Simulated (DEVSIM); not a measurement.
System: Schottky contact on n-type Ge, at 250 K.

Layer 1 from the left is Ge, thickness (μm) 3.00, Nd (cm⁻³) 2.2e16, τn (s) 5.9e-5, τp (s) 5.9e-5. Layer 2 from the left is Ge, thickness (μm) 10.0, Nd (cm⁻³) 8.4e17, τn (s) 5.9e-5, τp (s) 5.9e-5.

Left contact: Schottky, work function 4.54 eV, emission velocity 6e6 cm/s. Right contact: ohmic. Voltage is applied to the left contact. Recombination: SRH at mid-gap, radiative. Mobility is constant in doping.

The device is made up for the run: typed textbook-type constants, with dimensions and the other settings drawn at random. Values at 300 K; Nc and Nv go as T^1.5, mobilities as T to minus their exponent, the gap by Varshni's rule with the affinity fixed.

Ge: gap (eV) 0.664, affinity (eV) 4, permittivity 16, Nc (cm⁻³) 1.04e19, Nv (cm⁻³) 6e18, μn (cm²/Vs) 3900, μp (cm²/Vs) 1900, T exponent of μn 1.66, T exponent of μp 2.33, B (cm³/s) 6.4e-14, Varshni α (eV/K) 0.000477, Varshni β (K) 235.

Simulated with DEVSIM: 1D drift-diffusion, Boltzmann statistics, complete ionisation; no tunnelling, impact ionisation, image-force lowering or self-heating. Metal contacts follow the ideal Schottky-Mott rule: no Fermi-level pinning, no interface dipoles.

Dark forward current:

```
|V| (V)  |J| (A/cm²)
-------  -----------
0.05       0.0008834
0.10        0.009856
0.15          0.1009
0.20           1.023
0.25           10.27
0.30           96.45
0.35           631.6
0.40            2112
```

Task: Work out the local ideality factor n = ΔV / (kT/q · ln(J2/J1)) between the rows 0.10 and 0.15 V, 0.35 and 0.40 V.

Result: kT/q = 21.54 mV. From 0.10 to 0.15 V: ln(0.1009/0.009856) = 2.326, n = 1.00, near the 1 of diffusion or emission over a barrier. From 0.35 to 0.40 V: ln(2112/631.6) = 1.207, n = 1.92; the layers' resistance at their doping, Σ W/(qμN) = 1.8e-5 Ω cm², would take 26 mV of this step of 50 mV.

Task: Estimate the current at 0.20 V for emission alone, J0 = q v N_band exp(−φB/kT), and read the barrier back from the simulated current.

Result: φB = 0.540 eV, N_band = 7.91e18 cm⁻³, J0 = 9.85e-5 A/cm²; J = J0 (exp(qV/kT) − 1) = 1.06 A/cm². The simulation gives 1.02 A/cm²; the estimate lies 3.8 % above. Read backwards, the simulated current gives an apparent barrier of 0.541 eV. The estimate leaves out transport through the depletion region and minority injection.
